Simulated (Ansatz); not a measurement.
BeS (model structure, started from the CdTe type, P6₄22, No. 181, 6 atoms in the cell) was calculated with G0W0@PBEsol in Ansatz (hard PAW, contour deformation).

The cell is the one relaxed with PBEsol. Conventional cell: a = 3.4242 Å, b = 3.4242 Å, c = 7.7415 Å, α = 90.00°, β = 90.00°, γ = 120.00°.

One run with a 6×6×2 mesh, response cutoff 150 eV and 602 empty bands, not extrapolated in mesh or basis; no spin–orbit coupling.

Some levels at Γ in eV, each set counted from its highest filled level:

```json
[
 {"row": "1", "degeneracy": "1", "PBEsol": "-14.69", "quasiparticle": "-14.59"},
 {"row": "2", "degeneracy": "2", "PBEsol": "-13.12", "quasiparticle": "-12.93"},
 {"row": "3", "degeneracy": "2", "PBEsol": "-4.96", "quasiparticle": "-5.05"},
 {"row": "4", "degeneracy": "1", "PBEsol": "-2.77", "quasiparticle": "-2.85"},
 {"row": "5", "degeneracy": "2", "PBEsol": "-1.21", "quasiparticle": "-1.22"},
 {"row": "6", "degeneracy": "2", "PBEsol": "-0.69", "quasiparticle": "-0.74"},
 {"row": "7", "degeneracy": "1", "PBEsol": "-0.32", "quasiparticle": "-0.36"},
 {"row": "8", "degeneracy": "1", "PBEsol": "0.00", "quasiparticle": "0.00"},
 {"row": "9", "degeneracy": "2 or more", "PBEsol": "3.90", "quasiparticle": "___"}
]
```

Complete the blanks.


- 9, quasiparticle: 5.14

Levels within 5 meV count as one row.

Note: the relaxation could raise the start's symmetry but not lower it, so the cell can be a saddle point.

A model structure was made by putting elements into a prototype or built by hand; it is no filed structure, need not be a known phase, and can be a saddle point held by its symmetry.

Ansatz is a quantum-chemistry and plane-wave program.
